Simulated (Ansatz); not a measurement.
**A self-consistent single point of SnO2 (I4_1/amd, 6 atoms in the cell) with Ansatz (a program for electronic structure)**

Computed with LDA (PW92), default PAW files made with PBE (plane waves; Ansatz).

Input:

Ansatz 0.2 input:
```yaml
# SnO2
crystal:
  lattice:
    - [-1.967269, 1.967269, 5.039652]
    - [1.967269, -1.967269, 5.039652]
    - [1.967269, 1.967269, -5.039652]
  atoms:
    - { symbol: Sn, position: [0.750000, 0.250000, 0.500000] }
    - { symbol: Sn, position: [0.000000, 0.000000, 0.000000] }
    - { symbol: O, position: [0.796520, 0.796520, 0.000000] }
    - { symbol: O, position: [0.546520, 0.046520, 0.500000] }
    - { symbol: O, position: [0.953480, 0.453480, 0.500000] }
    - { symbol: O, position: [0.203480, 0.203480, 0.000000] }
kpoints:
  mp_grid:
    grid: [12, 12, 12]
hamiltonian:
  xc: lda
  pseudopotentials:
    kind: paw
scf:
  occupations:
    method: fixed
output:
  forces: true
  eigenvalues: true
  stress: true
```

Output, abridged:

```
WARN basis.ecutwfc = 420 eV, the default
WARN ansatz: RAYON_NUM_THREADS=1 ignored (pool sized by the plan → 1); use --threads N
basis.fft_grid_basis auto: the FFT boxes are laid along the combinations [[1, 0, 1], [0, 1, 1], [0, 0, 1]] of the cell's own vectors, 3.935, 3.935 and 5.757 Å …
Pseudopotentials: kind: paw
Pseudopotential: Sn, paw, valence charge 14
Pseudopotential: O, paw, valence charge 6
Crystal: 6 atoms, lattice volume = 78.017 Å³
Basis set: ecut = 420 eV, 1541 PW (Γ), FFT grids on a1+a3, a2+a3, a3
Bands: 32, of which v1, the nominal top of the filled ones, is band 26 counted from 1 (25 counted from 0)
Symmetry: 16 space group operations
Space group: I41/amd (ITA 141), of the structure as read, at distance tolerance 4.3e-5 Å
k-points: 163 of 1728
PAW frozen core: Sn, regenerated for the run's functional, and the local potential with it
PAW frozen core: O, regenerated for the run's functional, and the local potential with it
Initial density: superposition of atomic densities (neutral atoms: chi_scale 0, normalization atom), corrected by the library's trained network
Initial wavefunctions: pseudopotential atomic-orbital guess
Eigensolver: davidson
Functional: x = slater, c = lda
SCF iter   1: F=—  HF=-13979.833530 eV  |F-HF|=—  |Δ(HF+E_count)|=         —  Δρ=1.61e-2  dr2=1.68e-1  ethr=1.77e-3  ⟨swp⟩=4.4  Hψ=19709  notcnv=0  defer=648
all-band conjugate gradients solve this SCF's bands
preconditioner: auto → Resta (q_TF=auto, 2.550 Å⁻¹)
SCF iter   2: F=—  HF=-13979.785344 eV  |F-HF|=—  |Δ(HF+E_count)|=   4.82e-2  Δρ=4.31e-3  dr2=5.86e-3  ethr=3.24e-4  ⟨swp⟩=2.4  Hψ=8795  notcnv=0  defer=652
SCF iter   3: F=—  HF=-13979.783361 eV  |F-HF|=—  |Δ(HF+E_count)|=   1.98e-3  Δρ=1.82e-3  dr2=1.53e-3  ethr=1.13e-5  ⟨swp⟩=2.0  Hψ=9329  notcnv=0  defer=652
SCF iter   4: F=—  HF=-13979.782913 eV  |F-HF|=—  |Δ(HF+E_count)|=   4.49e-4  Δρ=3.40e-4  dr2=8.50e-5  ethr=2.94e-6  ⟨swp⟩=3.0  Hψ=9346  notcnv=0  defer=631
SCF iter   5: F=—  HF=-13979.782915 eV  |F-HF|=—  |Δ(HF+E_count)|=   2.11e-6  Δρ=7.93e-5  dr2=5.65e-6  ethr=1.63e-7  ⟨swp⟩=1.9  Hψ=6648  notcnv=0  defer=307
SCF iter   6: F=—  HF=-13979.782917 eV  |F-HF|=—  |Δ(HF+E_count)|=   1.82e-6  Δρ=1.51e-5  dr2=1.44e-7  ethr=1.09e-8  ⟨swp⟩=2.8  Hψ=7475  notcnv=0  defer=312
SCF iter   7: F=-13979.782917 eV  HF=-13979.782917 eV  |F-HF|=7.80e-10  |Δ(HF+E_count)|=   6.17e-9  Δρ=2.05e-6  dr2=2.54e-9  ethr=1.92e-10  ⟨swp⟩=11.1  Hψ=27279  notcnv=0
SCF 1 converged in 7 iterations: F = -13979.782917 eV  dr2 = 2.54e-9
SCF converged after 7 iterations
Free energy (F): -13979.782917 eV
Harris-Foulkes:  -13979.782917 eV  (|F-HF|=7.80e-10)
Internal energy: -13979.782917 eV  (E = F + TS)
E sigma→0 (E₀):  -13979.782917 eV
Fermi energy:    7.283171 eV
--- Per-component energies (eV) ---
  E_band       = -203.459792
  E_kinetic    = 1084.946030
  E_local      = -3483.404646  (includes V_loc(G=0)·N_el)
  E_nonlocal   = 151.694173
  E_hartree    = 1752.273047
  E_xc         = -1042.542636
  E_vxc        = -565.108805  (∫ρ·V_xc dr)
  E_paw        = -8603.777503  (= ΣΔE_a)
  E_vpaw       = -896.141661  (= ΣTr[D̂ρ^β])
  E_aug_tail   = 0.010057  (compensation charges beyond the density's cutoff)
  E_ewald      = -3840.218921
  E_core_change = 1.237482  (= ΣΔE_core)
  E_smearing   = -0.000000  (= −TS)
  E_closure    = -0.000000  (closes the sum)
  Σ components = -13979.782917   (vs F -13979.782917, Δ=0.00e0)
--- Forces (eV/Å), atoms counted from 1 ---
  atom   1  Sn    -0.00000000     0.00000000     0.00000000
  atom   2  Sn     0.00000000    -0.00000000     0.00000000
  atom   3  O      0.00000000     0.00000000    -0.11954189
  atom   4  O      0.00000000     0.00000000    -0.11954189
  atom   5  O      0.00000000    -0.00000000     0.11954189
  atom   6  O      0.00000000     0.00000000     0.11954189
  max |Σ_I F_I| component: 2.78e-17 eV/Å
--- Stress (GPa, compression-positive) ---
        5.412938       0.000000       0.000000
        0.000000       5.412938       0.000000
        0.000000       0.000000       5.839424
  P = ⅓ Tr σ = 5.5551 GPa (55.551 kbar)
  The stress holds the Pulay correction. Without it, at fixed plane waves, as pw.x and ABINIT print it: P = 4.5200 GPa
--- Band table (eV; the first three rows and the last of 163) ---
  k-point 0: bands = ["-13.0651", "-13.0438", "-12.8776", "-12.2517", "-12.1046", "-12.1046", "-11.9224", "-11.9117", "-11.9117", "-11.8699", "-11.2133", "-8.1416", "-7.3808", "-7.0709", "2.2098", "2.3108", "2.3108", "3.0032", "3.6459", "3.6459", [...]
  k-point 1: bands = ["-13.0494", "-13.0090", "-12.8444", "-12.2754", "-12.1067", "-12.0988", "-11.9266", "-11.9242", "-11.9162", "-11.8714", "-11.1076", "-8.2086", "-7.3991", "-7.2064", "1.2636", "2.5129", "2.7043", "3.2810", "3.3084", "4.1561", [...]
  k-point 2: bands = ["-13.0053", "-12.9085", "-12.7479", "-12.3407", "-12.1135", "-12.0819", "-11.9425", "-11.9290", "-11.9285", "-11.8783", "-10.8264", "-8.3954", "-7.5667", "-7.4651", "0.3789", "2.4553", "2.5518", "3.0644", "4.2405", "5.0000", [...]
  k-point 162: bands = ["-13.2411", "-13.2411", "-12.3379", "-12.3379", "-12.1547", "-12.1547", "-11.8962", "-11.8962", "-11.8562", "-11.8562", "-10.2312", "-10.2312", "-6.7186", "-6.7186", "1.8780", "1.8780", "3.6567", "3.6567", "4.4000", "4.4000", [...]
```

The run converged in 7 iterations.

The starting cell comes from a database of computed structures (which also holds hypothetical and non-ambient phases and stackings), without a prior relaxation at this level. Its lattice was rescaled by a random factor within 2.5 % of one. With a pressure of about 6 GPa the cell is away from its equilibrium volume at this level. Ansatz's pressure includes its estimate of the finite-basis (Pulay) stress. Without the estimate this run gives 4.52 GPa.
